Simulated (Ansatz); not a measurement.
Equilibrium lattice constant a of GaAs (model structure, started from the cinnabar type, P6₂22, No. 180, 6 atoms in the cell) at several levels of theory

No measured value is used here.

```tsv
level (code)	value (Å)
PBE (Ansatz)	4.081
PBEsol (Ansatz)	4.017
PBE-D3(BJ) (Ansatz)	4.024
```

Ansatz's density-functional and Hartree–Fock values are scalar-relativistic unless marked +SOC, with PAW data made under PBE.

A model structure was made by putting elements into a prototype or built by hand; it is no filed structure, need not be a known phase, and can be a saddle point held by its symmetry.

Ansatz is an electronic-structure program.
